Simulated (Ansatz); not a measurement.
## What S → O does to GaS

The parent structure is GaS in the beta-GaS type structure (space group P6_3/mmc, No. 194; a = 3.591 Å, c = 15.450 Å; layered, stacked along the Cartesian z axis).

Perturbation: full substitution S → O; the structure is relaxed again.

Method: PBE-D3(BJ) (Ansatz, a program for electronic structure, PAW, without spin-orbit coupling), earlier PAW set. Γ-centred 12×12×3 mesh, Fermi–Dirac width 0.05 eV, for the changed cell.

The volume per atom drops by 8.351 Å³ (21.57 Å³ → 13.21 Å³) and the density goes up by 1.47 g/cm³ (3.92 g/cm³ → 5.39 g/cm³). The lattice parameter a decreases by 0.490 Å to 3.101 Å and the c/a ratio falls by 0.2081 to 4.094. The space group remains P6_3/mmc (No. 194) and the shortest interatomic distance decreases by 0.413 Å (2.341 Å → 1.928 Å). The band gap falls by 0.60 eV to 0.96 eV (an upper bound: an edge found on the path is not a true extremum; the changed cell).

Whether these cells are dynamically stable was not tested. As relaxed here, GaO is a hypothetical phase, not in the database extracts checked.
